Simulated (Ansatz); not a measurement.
The starting structures come from a database of crystals and need not be the phases stable at ambient conditions.

 Where the default PAW files enter, the runs use the earlier of Ansatz's two default sets.

Tunnelling through a barrier is set by its complex band structure: the current falls as exp(−2κd) with the smallest κ.

Here is the system:

```
As2Te3
1.0
    7.31929     0.07233     0.15838
   -0.19322    10.53178    -0.19056
    1.04750    -1.45996     3.61078
Te As
6 4
Direct
  0.94610   0.28452   0.31147
  0.05390   0.71548   0.68853
  0.43659   0.34130   0.12300
  0.56341   0.65870   0.87700
  0.24379   0.03976   0.41786
  0.75621   0.96024   0.58214
  0.77251   0.44830   0.06205
  0.22749   0.55170   0.93795
  0.60070   0.14112   0.34077
  0.39930   0.85888   0.65923
```

Space group of this cell: C2/m. The cell was relaxed by PBE-D3(BJ); by r2SCAN its mean pressure is 1.9 GPa.

Transport runs along the normal of the first two printed cell vectors.

The gap is the functional's own. No spin-orbit coupling. Mid-gap values are interpolated on the energy grid.

Q: Give the band gap and the smallest decay constant κ at mid-gap that r2SCAN run with Ansatz (an electronic-structure program) yields.

A: Gap 0.24 eV on a 8×8×8 mesh; κ = 0.044 1/Å, at (0.000, 0.250) of the in-plane reciprocal vectors. At the zone centre, at the nearest computed energy, the slowest state has κ = 0.05 1/Å.
